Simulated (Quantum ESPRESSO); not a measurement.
## A short convergence ladder for Zr₂Au (I4mm, 3 atoms in the cell)

```xyz
3
Lattice="-1.6551 1.6551 5.8430 1.6551 -1.6551 5.8430 1.6551 1.6551 -5.8430" Properties=species:S:1:pos:R:3 pbc="T T T"
Zr     0.0000     0.0000     7.7592
Zr     0.0000     0.0000     3.9767
Au     0.0000     0.0000     0.0000
```

Base method: PBEsol, GBRV 1.5 ultrasoft (PBESOL) pseudopotentials (plane waves; Quantum ESPRESSO 7.5).

Base settings: ecutwfc = 40 Ry; ecutrho = 320 Ry; occupations = smearing; smearing = fermi-dirac; degauss = 0.0073499 Ry; potentials = {Zr: zr_pbesol_v1.uspp.F.UPF, Au: au_pbesol_v1.uspp.F.UPF}; K_POINTS = automatic 6 6 6 0 0 0; conv_thr = 1e-09 Ry.

The count of work is k-points × plane waves × bands × iterations; it is no time. Core times come from one kind of shared machine, to one figure; runs under 30 s give none.

**The k-point mesh**

The second cell is the first with its lattice scaled by 0.98.

Only quantities that move along the ladder and can be compared are tabulated.

| K_POINTS | free energy less the last step's (meV/atom) | energy of the compressed cell less the first (meV/atom) | pressure (GPa) | largest difference of a force vector from the last step's (eV/Å) | count of work / last | core time / last (rough) |
|---|---|---|---|---|---|---|
| automatic 2 2 2 0 0 0 | 35.27 | -18.79 | -5.71 | 0.909 | 0.057 | 0.3 |
| automatic 4 4 4 0 0 0 | -24.06 | -15.12 | -5.50 | 0.012 | 0.17 | 0.4 |
| automatic 6 6 6 0 0 0 | -1.21 | -10.86 | -5.01 | 0.018 | 0.40 | 0.5 |
| automatic 9 9 9 0 0 0 | 0.00 | -11.18 | -5.03 | 0.000 | 1.0 | 1 |

Coarsest K_POINTS that holds the pressure within 0.1 GPa of the last step, with all finer ones: automatic 6 6 6 0 0 0, at 0.40 of the last step's count of work; the step before is off by 0.47 GPa.

Coarsest K_POINTS that holds the energy of the compressed cell less the first within 2 meV/atom of the last step, with all finer ones: automatic 6 6 6 0 0 0, at 0.40 of the last step's count of work; the step before is off by 3.9 meV/atom.

Coarsest K_POINTS that holds the free energy within 5 meV/atom of the last step, with all finer ones: automatic 6 6 6 0 0 0, at 0.40 of the last step's count of work; the step before is off by 24 meV/atom.

On the base run: the starting cell comes from a database of computed structures (which also holds hypothetical and non-ambient phases and stackings), without a prior relaxation at this level. Its lattice was rescaled by up to half a per cent. One atom was moved a little off its site on purpose. In the base run, with a pressure of about -5 GPa the cell is away from its equilibrium volume at this level.
